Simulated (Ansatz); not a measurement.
What isotropic strain −0.50 % does to NaI

Consider NaI in the rock salt structure (space group Fm-3m, No. 225; a = 6.4021 Å).

It is then changed as follows: every lattice vector is shortened by 0.50 %; the atoms relax in the strained cell.

All numbers come from plane-wave PAW DFT at the PBEsol level (Ansatz, an electronic-structure program, 420 eV), scalar-relativistic without spin-orbit coupling. Settings: 9×9×9 k-points, 0.05 eV Fermi–Dirac smearing.

The volume per atom falls by 0.49 Å³ (32.80 Å³ → 32.31 Å³) and the space group is still Fm-3m (No. 225). The shortest interatomic distance decreases by 0.016 Å (3.201 Å → 3.185 Å) and the energy increases by 0.4 meV/atom. The pressure goes up by 0.266 GPa, from 0.01 GPa to 0.27 GPa and the band gap increases by 0.04 eV (3.60 eV → 3.64 eV). The gap character remains direct at Γ and the mean gap deformation potential ΔEg/Δln V is -2.7 eV. The width of the top valence band grows by 0.03 eV (1.00 eV → 1.03 eV) and the electron mass is still 0.26 mₑ (at Γ). The valley order (the lowest conduction-band minima on the path, energy above the VBM, named in the base's zone) changes from Γ 3.60 eV; X along ⟨100⟩ 4.47 eV; L along ⟨111⟩ 4.96 eV to Γ 3.64 eV; X along ⟨100⟩ 4.48 eV; L along ⟨111⟩ 4.96 eV.

With I present, leaving out spin-orbit coupling can change the band edges. Effective masses come from finite differences of ±0.01 Å⁻¹. No phonon test of stability was made.
